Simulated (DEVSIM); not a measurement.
System: abrupt Si n-p junction, at 400 K.

Layer 1 from the left is Si, thickness (μm) 1.20, Nd (cm⁻³) 1.2e17, τn (s) 1.9e-5, τp (s) 1.9e-5. Layer 2 from the left is Si, thickness (μm) 150, Na (cm⁻³) 1.2e15, τn (s) 1.9e-5, τp (s) 1.9e-5.

Left contact: ohmic. Right contact: ohmic. Voltage is applied to the left contact. Recombination: SRH at mid-gap, Auger. Mobility is μmin + (μ − μmin)/(1 + (N/Nref)^α).

This is a model device: material constants are rounded textbook-type values typed into the input, and sizes, dopings and lifetimes were drawn at random. Values at 300 K; Nc and Nv go as T^1.5, mobilities as T to minus their exponent, the gap by Varshni's rule with the affinity fixed.

Si: gap (eV) 1.124, affinity (eV) 4.05, permittivity 11.7, Nc (cm⁻³) 2.86e19, Nv (cm⁻³) 3.1e19, μn (cm²/Vs) 1417, μp (cm²/Vs) 470, μn,min 52, μp,min 45, Nref,n 9.7e16, Nref,p 2.2e17, αn 0.68, αp 0.72, T exponent of μn 2.3, T exponent of μp 2.2, Cn (cm⁶/s) 2.8e-31, Cp (cm⁶/s) 9.9e-32, Varshni α (eV/K) 0.000473, Varshni β (K) 636.

Problem. Estimate by hand the built-in potential, the peak field at zero bias, the capacitance at 6 V, and compare with a numerical solution.

Solution. 
- Built-in potential: ni = √(Nc Nv) exp(−Eg/2kT) = 5.68e12 cm⁻³ with Eg = 1.096 eV; Vbi = kT/q ln(Na Nd/ni²) = 0.528 V; numerical 0.528 V.
- Peak field at zero bias: depletion approximation: W = √(2εVbi/(qN)) = 0.758 μm with N = 1.19e15 cm⁻³; field = 2Vbi/W = 13900 V/cm; numerical 24100 V/cm (estimate below by 42 %).
- Capacitance at 6 V: C = √(qεN / 2(Vbi + |V|)) = 3.89 nF/cm²; numerical 3.91 nF/cm² (estimate below by 0.57 %).

DEVSIM, 1D drift-diffusion, Boltzmann statistics, complete ionisation; no tunnelling, impact ionisation, image-force lowering or self-heating.
